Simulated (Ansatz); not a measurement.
Data:

End structure of a constructed model of the (111)A surface of zinc-blende GaP, Ga-terminated, 2x2 Al adatom at H3 (bottom of the slab: 3 H on 4 bottom sites):

```xyz
36
Lattice="7.7885 0.0000 0.0000 -3.8942 6.7450 0.0000 0.0000 0.0000 29.0000" Properties=species:S:1:pos:R:3 pbc="T T T"
P      0.0216    -0.0113     9.6115
P      3.8731    -0.0122     9.6117
P     -1.9461     3.3969     9.6115
P      1.9467     3.3722     9.1837
Ga     1.9479     1.2818    10.2660
Ga     5.8411     1.1240    10.2844
Ga     0.1369     4.4185    10.2660
Ga     3.7584     4.4182    10.2580
P      1.9471     1.1242    12.6527
P      5.8413     1.1242    12.6527
P      0.0000     4.4967    12.6527
P      3.8942     4.4967    12.6527
Ga     0.0000     2.2483    13.4476
Ga     3.8942     2.2483    13.4476
Ga    -1.9471     5.6208    13.4476
Ga     1.9471     5.6208    13.4476
P     -0.0017     2.2473    15.8140
P      3.8968     2.2201    15.8393
P     -1.9217     5.6355    15.8398
P      1.9239     5.6372    15.8393
Ga     0.0006    -0.0018    16.5815
Ga     3.8962     0.0011    16.7747
Ga    -1.9484     3.3739    16.5815
Ga     1.9493     3.3738    16.5753
P      0.0011     0.0533    18.9600
P      3.8956     0.0008    19.2618
P     -1.9004     3.3468    18.9600
P      1.9000     3.3453    18.9549
Ga     1.9238     1.1392    20.0327
Ga     5.8674     1.1392    20.0329
Ga     0.0014     4.4690    20.0327
Ga     3.8933     4.4961    19.2125
H     -0.0234     0.0093     8.1873
H      3.9182     0.0138     8.1876
H     -1.9508     3.3476     8.1873
Al     0.0022     2.2496    21.3964
```

Model: 36-atom slab, 12.9 Å thick at the start with caps and adatoms (thin: gaps and levels are the slab's own), 3x3x1 mesh, Fermi-Dirac 0.025 eV, dipole correction, 8 atoms held, the rest relaxed; held to the start's symmetry, so lower structures may exist; no spin, no spin-orbit, no U. In PBE it lies 0.04 eV a 1x1 cell over the lowest computed structure of the same composition (2x2 Al adatom at T4).

Q: Predict the highest filled level below the top vacuum level from PBE (Ansatz, a quantum-chemistry and plane-wave program).

A: 4.26 eV

Q: What is the computed gap of the slab on its k-mesh (PBE)?

A: 0.54 eV
